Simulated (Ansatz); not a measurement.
Functionals compared on the (100) surface of fcc Pb in its 1x1 cell, outermost plane spacing 2.52 Å in the ideal cut, in Ansatz (plane waves, PAW). The structure was relaxed with PBE; the other rows are single points on it, each with its references at the same level. Cutoff 420 eV (500 eV for r2SCAN).

Model: 5-atom slab, 10.1 Å thick at the start (thin: gaps and levels are the slab's own), 11x11x1 mesh, Fermi-Dirac 0.1 eV, dipole correction, all atoms relaxed; symmetry of the start imposed; no spin, no spin-orbit, no U. These notes are the PBE run's.

```csv
functional,surface energy (J/m²),work function of the top face (eV),rough cost of the single point
PBE,0.34,3.72,–
LDA,0.52,4.03,roughly 22 core-seconds
PBEsol,?,?,very roughly 22 core-seconds
RPBE,0.24,3.57,around 20 core-seconds (rough)
r2SCAN,0.38,3.79,about 30 core-seconds (a rough figure)
```

**Question.** What belongs in the gaps?

**Answer.** 
- PBEsol, surface energy (J/m²): 0.46
- PBEsol, work function of the top face (eV): 3.81

Ansatz is a program for electronic structure.
